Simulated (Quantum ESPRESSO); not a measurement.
The steps of a band-structure calculation for ErBRh₃ (Pm-3m, 5 atoms in the cell) with Quantum ESPRESSO.

Level of theory: PBEsol, SSSP 1.1.2 efficiency (PBE) pseudopotentials (plane waves; Quantum ESPRESSO 7.5).

Step 1 (scf):

```fortran
&CONTROL
 calculation = 'scf'
 prefix = 'erbrh3'
 outdir = './tmp/'
 pseudo_dir = './'
 tprnfor = .true.
 tstress = .true.
/
&SYSTEM
 ibrav = 0
 nat = 5
 ntyp = 3
 ecutwfc = 60
 ecutrho = 480
 occupations = 'smearing'
 smearing = 'cold'
 degauss = 0.0147
 nspin = 2
 starting_magnetization(1) = 0.136
 input_dft = 'pbesol'
/
&ELECTRONS
 conv_thr = 1.0d-10
 mixing_beta = 0.4
/
ATOMIC_SPECIES
Er   167.2590  Er.GGA-PBE-paw-v1.0.UPF
B     10.8100  b_pbe_v1.4.uspp.F.UPF
Rh   102.9055  Rh_ONCV_PBE-1.0.oncvpsp.upf
CELL_PARAMETERS {angstrom}
   4.084213000     0.000000000     0.000000000
   0.000000000     4.084213000     0.000000000
   0.000000000     0.000000000     4.084213000
ATOMIC_POSITIONS {crystal}
Er    0.000000000    0.000000000    0.000000000
B     0.500000000    0.500000000    0.500000000
Rh    0.000000000    0.500000000    0.500000000
Rh    0.500000000    0.000000000    0.500000000
Rh    0.500000000    0.500000000    0.000000000
K_POINTS {automatic}
5 5 5  0 0 0
```

Step 2 (bands):

```fortran
&CONTROL
 calculation = 'bands'
 prefix = 'erbrh3'
 outdir = './tmp/'
 pseudo_dir = './'
 verbosity = 'high'
/
&SYSTEM
 ibrav = 0
 nat = 5
 ntyp = 3
 ecutwfc = 60
 ecutrho = 480
 occupations = 'smearing'
 smearing = 'cold'
 degauss = 0.0147
 nbnd = 46
 nspin = 2
 starting_magnetization(1) = 0.136
 input_dft = 'pbesol'
/
&ELECTRONS
 conv_thr = 1.0d-10
 startingwfc = 'random'
 diago_thr_init = 1.0d-6
 diagonalization = 'cg'
/
ATOMIC_SPECIES
Er   167.2590  Er.GGA-PBE-paw-v1.0.UPF
B     10.8100  b_pbe_v1.4.uspp.F.UPF
Rh   102.9055  Rh_ONCV_PBE-1.0.oncvpsp.upf
CELL_PARAMETERS {angstrom}
   4.084213000     0.000000000     0.000000000
   0.000000000     4.084213000     0.000000000
   0.000000000     0.000000000     4.084213000
ATOMIC_POSITIONS {crystal}
Er    0.000000000    0.000000000    0.000000000
B     0.500000000    0.500000000    0.500000000
Rh    0.000000000    0.500000000    0.500000000
Rh    0.500000000    0.000000000    0.500000000
Rh    0.500000000    0.500000000    0.000000000
K_POINTS {crystal_b}
8
  0.00000000   0.00000000   0.00000000   8  ! G
  0.00000000   0.50000000   0.00000000   8  ! X
  0.50000000   0.50000000   0.00000000  11  ! M
  0.00000000   0.00000000   0.00000000  13  ! G
  0.50000000   0.50000000   0.50000000  11  ! R
  0.00000000   0.50000000   0.00000000   1  ! X
  0.50000000   0.50000000   0.00000000   8  ! M
  0.50000000   0.50000000   0.50000000   1  ! R
```

Step 3 (bands.x):

```fortran
&BANDS
 prefix = 'erbrh3'
 outdir = './tmp/'
 filband = 'bands.dat'
 lsym = .false.
/
```

Output of bands (abridged):

```
     Atomic positions and unit cell read from directory:
     ./tmp/erbrh3.save/

     Message from routine setup:
     using ibrav=0 with symmetry is DISCOURAGED, use correct ibrav instead
     G-vector sticks info
     --------------------
     sticks:   dense  smooth     PW     G-vecs:    dense   smooth      PW
     Sum        2261    1137    341                81433    28887    4697

     bravais-lattice index     =            0
   [... lines left out ...]
     unit-cell volume          =     459.7500 (a.u.)^3
     atomic species   magnetization
   [... lines left out ...]
    17.8447  17.8468  18.6564  18.7814  18.7877  18.7877  18.8111  18.8541
    18.8541  19.0695  19.3719  19.9681  19.9681  20.3011  21.0490  21.0789
    21.2576  21.2576  25.1023  25.1824  27.5854  27.5862

   [... 59 blocks of this kind left out ...]

 ------ SPIN DOWN ----------

          k = 0.0000 0.0000 0.0000 (  3695 PWs)   bands (ev):

   -57.6106 -57.5636 -57.5636 -27.0824 -25.7680 -25.7680 -25.7679 -25.2327
   -25.2327 -25.2326 -25.2260 -25.2260 -25.2259  -1.3782  -1.3782  -1.3781
    10.1691  15.0910  16.0273  16.0273  16.0273  16.2040  16.2040  18.8930
    18.8930  18.8931  19.4093  19.4093  19.8717  19.8717  19.8718  19.9584
    20.6028  20.6028  20.6030  21.0651  21.0651  21.0659  21.1239  21.1243
    21.1243  21.1243  25.2505  25.2506  28.2464  28.2468

          k = 0.0000 0.0625 0.0000 (  3667 PWs)   bands (ev):

   -57.6105 -57.5639 -57.5634 -27.0829 -25.7674 -25.7673 -25.7667 -25.2333
   -25.2329 -25.2328 -25.2263 -25.2262 -25.2260  -1.3840  -1.3790  -1.3789
    10.2027  15.1328  16.0410  16.0455  16.0455  16.2320  16.2383  18.8685
    18.8996  18.8996  19.0472  19.4091  19.7643  19.7643  19.9626  20.0194
    20.5380  20.5381  20.6602  21.0223  21.0669  21.0677  21.1244  21.1384
    21.3100  21.3100  25.2330  25.3132  27.8853  27.8865

   [... 59 blocks of this kind left out ...]
```

Output of bands.x (abridged):

```
     Reading xml data from directory:

     ./tmp/erbrh3.save/

     G-vector sticks info
     --------------------
     sticks:   dense  smooth     PW     G-vecs:    dense   smooth      PW
     Sum        2261    1137    341                81433    28887    4697

     Reading collected, re-writing distributed wavefunctions
     high-symmetry point:  0.0000 0.0000 0.0000   x coordinate   0.0000
     high-symmetry point:  0.0000 0.5000 0.0000   x coordinate   0.5000
     high-symmetry point:  0.5000 0.5000 0.0000   x coordinate   1.0000
     high-symmetry point:  0.0000 0.0000 0.0000   x coordinate   1.7071
     high-symmetry point:  0.5000 0.5000 0.5000   x coordinate   2.5731
     high-symmetry point:  0.0000 0.5000 0.0000   x coordinate   3.2802
     high-symmetry point:  0.5000 0.5000 0.0000   x coordinate   3.2802
     high-symmetry point:  0.5000 0.5000 0.5000   x coordinate   3.7802

     Plottable bands (eV) written to file bands.dat.gnu
     Bands written to file bands.dat

   JOB DONE.
```

The starting cell comes from a database of published, mostly measured structures (it also holds non-ambient and calculated ones), without a prior relaxation at this level. Its lattice was rescaled by a random factor within 2.5 % of one. With one magnetic atom in the cell only a parallel order is possible. With U or open f shells several self-consistent states can exist. The f electrons are in the valence without U or exact exchange, which can misplace them near the Fermi level. Spin-orbit terms, which matter for f shells, are left out.
